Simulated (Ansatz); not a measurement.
Input and output of a self-consistent single point for HfGe2 (P6/mmm, 3 atoms in the cell) (Ansatz, an electronic-structure program).

Computed with PBE (plane waves, PAW; Ansatz).

```yaml
crystal:
  lattice:
    - [4.36446, 0.00000, 0.00000]
    - [-2.18223, 3.77974, 0.00000]
    - [0.00000, 0.00000, 4.72568]
  atoms:
    - { symbol: Hf, position: [0.00000, 0.00000, 0.00000] }
    - { symbol: Ge, position: [0.33333, 0.66667, 0.50000] }
    - { symbol: Ge, position: [0.66667, 0.33333, 0.50000] }
```

Reference input (self-consistent single point, DFT, PBE, plane waves, default PAW files): basis.ecutwfc = 420 eV; kpoints.mp_grid.grid = 6 6 5; hamiltonian.xc = pbe; hamiltonian.pseudopotentials = {kind: paw} (the program's default PAW files); scf.occupations.method = methfessel_paxton; scf.occupations.width = 0.272 eV. This run's input differs from it in these lines:

```diff
@@ -21,3 +21,3 @@
     method: methfessel_paxton
-    width: 0.272
+    width: 0.5
 output:
```

Log, with long lists cut:

```
SCF iter   1: F=—  HF=-24309.250896 eV  |F-HF|=—  |Δ(HF+E_count)|=         —  Δρ=2.09e-3  dr2=2.75e-3  ethr=1.77e-3  ⟨swp⟩=4.7  Hψ=2254  notcnv=0
all-band conjugate gradients solve this SCF's bands
preconditioner: auto → Kerker (q_TF=auto, 2.566 Å⁻¹)
SCF iter   2: F=—  HF=-24309.251261 eV  |F-HF|=—  |Δ(HF+E_count)|=   3.66e-4  S|Δr|=    0.00e0  Δρ=1.35e-3  dr2=1.23e-3  ethr=5.10e-6  ⟨swp⟩=2.0  Hψ=1015  notcnv=0
   [... lines left out ...]
SCF iter   6: F=—  HF=-24309.251081 eV  |F-HF|=—  |Δ(HF+E_count)|=   9.58e-7  S|Δr|=    0.00e0  Δρ=3.39e-5  dr2=1.60e-6  ethr=1.63e-8  ⟨swp⟩=2.0  Hψ=877  notcnv=0
SCF iter   7: F=—  HF=-24309.251081 eV  |F-HF|=—  |Δ(HF+E_count)|=   9.34e-8  S|Δr|=    0.00e0  Δρ=9.63e-6  dr2=1.19e-7  ethr=2.95e-9  ⟨swp⟩=2.1  Hψ=844  notcnv=0
SCF iter   8: F=-24309.251081 eV  HF=-24309.251081 eV  |F-HF|=1.07e-8  |Δ(HF+E_count)|=   1.47e-8  S|Δr|=    0.00e0  Δρ=3.22e-6  dr2=8.82e-9  ethr=1.85e-10  ⟨swp⟩=4.0  Hψ=2466  notcnv=0
SCF 1 converged in 8 iterations: F = -24309.251081 eV  dr2 = 8.82e-9
Stability not checked (fill_not_monotonic)
Free energy (F): -24309.251081 eV
Internal energy: -24309.288537 eV  (E = F + TS)
E sigma→0 (E₀):  -24309.260445 eV
Entropy (-TS):   0.037456 eV (12.485 meV/atom)
Fermi energy:    10.792319 eV
--- Forces (eV/Å), atoms counted from 1 ---
  atom   1  Hf    -0.00000000    -0.00000000     0.00000000
   [... zero for the other atoms too ...]
--- Stress (GPa, compression-positive) ---
       -6.001402       0.000000       0.000000
       -0.000000      -6.001402      -0.000000
        0.000000      -0.000000     -19.193256
  P = ⅓ Tr σ = -10.3987 GPa (-103.987 kbar)
  The stress holds the Pulay correction. Without it, at fixed plane waves, as pw.x and ABINIT print it: P = -10.4223 GPa
```

The run converged in 8 iterations. Against the reference run the free energy rises by 6.9 meV/atom and the pressure goes from -10.24 to -10.40 GPa.

The starting cell was generated: these elements placed on a structure prototype, without a prior relaxation; it need not be a known phase or ordering of this composition. Its lattice was rescaled by a random factor within 2.5 % of one. With a pressure of about -10 GPa the cell is away from its equilibrium volume at this level. Ansatz's pressure includes its estimate of the finite-basis (Pulay) stress.

Keys are those of Ansatz 0.2.
